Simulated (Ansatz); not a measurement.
We consider rock-salt NaH, described by r²SCAN+rVV10 in Ansatz (PAW).

Numerical settings: plane-wave cutoff 560 eV, 12×12×12 k mesh, Fermi–Dirac smearing 0.01 eV, scalar-relativistic PAW data made under PBE.

The cell is scaled about its equilibrium volume:

| V (Å³/atom) | P (GPa) | direct gap at Γ (eV) | smallest gap on the k mesh (eV) |
|---|---|---|---|
| 12.815 | 1.72 | 16.180 | 4.488 |
| 13.088 | 1.09 | 15.913 | 4.448 |
| 13.361 | 0.51 | 15.655 | 4.410 |
| 13.633 | -0.01 | 15.406 | 4.374 |
| 13.906 | -0.49 | 15.165 | 4.338 |
| 14.179 | -0.92 | 14.932 | 4.303 |
| 14.451 | -1.32 | 14.706 | 4.270 |

The fundamental gap (4.37 eV at the equilibrium volume, with added k points) lies elsewhere than Γ–Γ.

Ansatz is a quantum-chemistry and plane-wave program.
